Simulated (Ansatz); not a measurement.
The reference is BaTe in the rock salt structure (space group Fm-3m, No. 225; a = 6.941 Å). Axes: x, y, z lie along the cube axes.

Perturbation: uniaxial strain ε_zz = +3.00 %, all other strain components held at zero, atoms relaxed at fixed cell.

Method: PBEsol/PAW in Ansatz (an electronic-structure program), spin-orbit coupling left out.

**Question.** Give the band edges at the high-symmetry points of the new zone, measured from its valence-band maximum.

**Answer.** 
```json
[
 {"point": "Γ", "valence edge (eV)": "0.00", "conduction edge (eV)": "2.74"},
 {"point": "X", "valence edge (eV)": "-0.38", "conduction edge (eV)": "1.50"},
 {"point": "P", "valence edge (eV)": "-0.88", "conduction edge (eV)": "3.33"},
 {"point": "N", "valence edge (eV)": "-1.09", "conduction edge (eV)": "4.00"},
 {"point": "M", "valence edge (eV)": "-0.33", "conduction edge (eV)": "1.50"},
 {"point": "S", "valence edge (eV)": "-0.78", "conduction edge (eV)": "2.65"},
 {"point": "S₀", "valence edge (eV)": "-0.78", "conduction edge (eV)": "2.65"},
 {"point": "R", "valence edge (eV)": "-0.92", "conduction edge (eV)": "3.34"},
 {"point": "G", "valence edge (eV)": "-0.92", "conduction edge (eV)": "3.34"}
]
```

The gap is 1.50 eV, indirect, Γ → X.

With Te present, leaving out spin-orbit coupling can change the band edges. Whether these cells are dynamically stable was not tested. Labels are those of the standard path for the cell's own space group.
